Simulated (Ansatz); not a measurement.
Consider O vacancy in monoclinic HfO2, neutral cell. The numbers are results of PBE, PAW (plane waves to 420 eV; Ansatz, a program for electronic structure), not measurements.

Settings: 96 host sites, the relaxed PBE lattice, the Γ point alone, smearing 0.01 eV, spin-restricted, no image-charge correction. Energies are static. Spin-orbit coupling is left out. The charge state is imposed; whether it is stable for some Fermi level was not computed. Forms of the defect that were not tried may lie lower.

Barriers: single points on a 2×2×2 k-point mesh shifted by half a step at the bands' geometries (they differ from the bands' own by up to 0.14 eV, and are uncertain by about as much).

The step: one O atom jumps into the vacancy from a nearby O site. Atoms about the jump, Cartesian Å from the middle of the jump, before and after:

| atom | x0 | y0 | z0 | x1 | y1 | z1 |
|---|---|---|---|---|---|---|
| O1 | 0.21 | -1.20 | 0.11 | -0.21 | 1.20 | -0.11 |
| Hf2 | 0.90 | 0.23 | 1.52 | 0.88 | 0.23 | 1.54 |
| Hf3 | -0.88 | -0.23 | -1.54 | -0.90 | -0.23 | -1.52 |
| O4 | 2.08 | 1.72 | 0.79 | 2.10 | 1.72 | 0.80 |
| O5 | -2.10 | -1.72 | -0.80 | -2.08 | -1.72 | -0.79 |
| Hf6 | 1.33 | 2.37 | -1.11 | 1.36 | 2.38 | -1.10 |
| Hf7 | -1.36 | -2.38 | 1.10 | -1.33 | -2.37 | 1.11 |
| O8 | 0.70 | -1.35 | -2.52 | 0.69 | -1.33 | -2.46 |
| O9 | -0.69 | 1.33 | 2.46 | -0.70 | 1.35 | 2.52 |
| O10 | 0.20 | 1.34 | -2.73 | 0.21 | 1.35 | -2.76 |
| O11 | -0.21 | -1.35 | 2.76 | -0.20 | -1.34 | 2.73 |
| O12 | 2.55 | 0.89 | -1.84 | 2.56 | 0.90 | -1.84 |
| O13 | -2.56 | -0.90 | 1.84 | -2.55 | -0.89 | 1.84 |
| Hf14 | 1.35 | -2.84 | -1.11 | 1.35 | -2.83 | -1.10 |
| Hf15 | -1.35 | 2.83 | 1.10 | -1.35 | 2.84 | 1.11 |
| O16 | 2.63 | -0.88 | 1.83 | 2.60 | -0.89 | 1.83 |
| O17 | -2.60 | 0.89 | -1.83 | -2.63 | 0.88 | -1.83 |
| O18 | 3.06 | -1.71 | -0.80 | 3.04 | -1.69 | -0.79 |
| O19 | -3.04 | 1.69 | 0.79 | -3.06 | 1.71 | 0.80 |
| O20 | -0.23 | -3.95 | -0.13 | -0.23 | -3.93 | -0.12 |
| O21 | 0.23 | 3.93 | 0.12 | 0.23 | 3.95 | 0.13 |

Task: Give the saddle-point geometry and the barrier.

Result: 
| atom | x | y | z |
|---|---|---|---|
| O1 | 0.00 | 0.00 | -0.01 |
| Hf2 | 0.99 | 0.21 | 1.69 |
| Hf3 | -0.99 | -0.20 | -1.70 |
| O4 | 2.07 | 1.72 | 0.80 |
| O5 | -2.07 | -1.71 | -0.81 |
| Hf6 | 1.35 | 2.37 | -1.09 |
| Hf7 | -1.35 | -2.36 | 1.09 |
| O8 | 0.67 | -1.35 | -2.53 |
| O9 | -0.67 | 1.36 | 2.52 |
| O10 | 0.19 | 1.35 | -2.73 |
| O11 | -0.19 | -1.34 | 2.72 |
| O12 | 2.55 | 0.88 | -1.85 |
| O13 | -2.55 | -0.87 | 1.84 |
| Hf14 | 1.35 | -2.84 | -1.14 |
| Hf15 | -1.35 | 2.85 | 1.13 |
| O16 | 2.67 | -0.91 | 1.88 |
| O17 | -2.67 | 0.92 | -1.89 |
| O18 | 3.04 | -1.69 | -0.79 |
| O19 | -3.04 | 1.70 | 0.78 |
| O20 | -0.23 | -3.95 | -0.14 |
| O21 | 0.23 | 3.96 | 0.14 |
It lies 2.35 eV above the start and 2.35 eV above the end. The program found a first-order saddle point.
